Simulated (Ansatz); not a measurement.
## 1T (CdI2-type) MnBr2

Computed with r²SCANh in Ansatz (plane waves, PAW).

Settings: plane-wave cutoff 520 eV, 9×9×4 k mesh (along the axes of the cell as run), Fermi–Dirac smearing 0.01 eV, spin-polarised with parallel moments, scalar-relativistic PAW data made under PBE.

Cell (relaxed at this level):

```
CELL_PARAMETERS angstrom
      3.87544     0.00000     0.00000
     -1.93772     3.35623     0.00000
      0.00000     0.00000     6.53201
ATOMIC_POSITIONS crystal
  Mn 0.00000 0.00000 0.00000
  Br 0.33333 0.66667 0.23077
  Br 0.66667 0.33333 0.76923
```
Starting moments (μB, in the order of the record's atoms Mn Br Br): 4.0 0.0 0.0.

```yaml
band_gap: 3.85 eV (indirect)
smallest_direct_gap_on_the_k_points_sampled: 3.97 eV
"Γ–Γ gap": 4.43 eV
```

Note: the magnetic order was assumed, not searched for or taken from measurement; the cell comes from a level without a dispersion term, which matters for the spacing of layers, chains or molecules; the volume lies 9 % above that of the published cell; the cell has widely spaced layers and the level no dispersion term, so their spacing and the moduli can rest on weak binding.

Spin–orbit coupling is not included.

The computed numbers hold no vibrational or temperature effects.

Ansatz is a program for electronic structure.
